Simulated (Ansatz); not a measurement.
# CdSe (Fm-3m, No. 225, 2 atoms in the cell; start mp-1055; high-pressure phase)

Calculation: LDA (PAW; Ansatz, a program for electronic structure).

Run with plane-wave cutoff 520 eV, 16×16×16 k mesh, Fermi–Dirac smearing 0.05 eV, scalar-relativistic PAW data made under PBE.

Cell (relaxed at this level):

```
CELL_PARAMETERS angstrom
      0.00000     2.78204     2.78204
      2.78204     0.00000     2.78204
      2.78204     2.78204     0.00000
ATOMIC_POSITIONS crystal
  Cd 0.00000 0.00000 0.00000
  Se 0.50000 0.50000 0.50000
```

```json
{
 "band_gap": "zero (no gap)",
 "bulk_modulus": "78.8 GPa"
}
```

Note: the relaxation could not lower the start's symmetry, so the cell can be a saddle point above a distorted one; the bulk modulus is −V dP/dV from two relaxed cells at ±2 % in volume.

Spin–orbit coupling is not included.

The computed numbers hold no vibrational or temperature effects.

A start named mp-… is a Materials Project structure, which need not be a measured phase.
